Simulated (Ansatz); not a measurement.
The parent structure is Sn in the diamond structure (space group Fd-3m, No. 227).

```yaml
crystal:
  lattice:
    - [0.00000, 3.32792, 3.32792]
    - [3.32792, 0.00000, 3.32792]
    - [3.32792, 3.32792, 0.00000]
  atoms:
    - { symbol: Sn, position: [0.25000, 0.25000, 0.25000] }
    - { symbol: Sn, position: [0.00000, 0.00000, 0.00000] }
```

Level of theory: Ansatz (a quantum-chemistry and plane-wave program), PBE, PAW, cutoff 420 eV, spin-orbit coupling left out, earlier PAW set.

Before the change:

| Property | Value |
|---|---|
| Lattice parameter a | 6.656 Å |

The change: a hydrostatic pressure of 7 GPa.

Question: Estimate the effect on the lattice parameter a.

Answer: The lattice parameter a decreases by 0.302 Å (6.656 Å → 6.354 Å).

Load acts through the strain it causes; cell and atoms are relaxed under it. No phonon test of stability was made. Tetrahedral semiconductors of this kind turn to denser phases somewhere between about 1 and 50 GPa; those were not computed, so compressed cells here can lie past the real transition.
